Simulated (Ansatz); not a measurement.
Hypothetical rutile SnSe2, pressure series

Consider SnSe$_{2}$ in the rutile structure (space group P4_2/mnm, No. 136; a hypothetical phase, not in the database extracts checked).

SnSe2 has the tetragonal space group P4₂/mnm (No. 136), the rutile structure, Pearson symbol tP6. Cell: a = b = 6.415 Å, c = 3.995 Å, α = β = γ = 90.00°. Sn on 2a sees 6 Se at 2.666–2.769 Å (octahedral). Se on 4f is surrounded by 3 Sn at 2.666–2.769 Å. (Neighbours: up to the widest gap in distance over summed covalent radii, below 1.35, at either atom; cation-cation and far metal-metal contacts left out.)

Cell and atoms are relaxed at each pressure.

All numbers come from Ansatz (a quantum-chemistry and plane-wave program), PBEsol, PAW, cutoff 420 eV, no spin-orbit coupling.

Candidates:
(a) pressure 0.9 GPa
(b) pressure 15 GPa
(c) pressure 22.5 GPa

Before the change:

```
Item       Value
---------  -----
c/a ratio  0.623
```

Task: Order them by c/a ratio, lowest first.

Result: (a) pressure 0.9 GPa (0.627), (b) pressure 15 GPa (0.657), (c) pressure 22.5 GPa (0.668)

Load acts through the strain it causes; cell and atoms are relaxed under it. No phonon test of stability was made. No other phases were tried under pressure. All final runs are without spin polarisation.
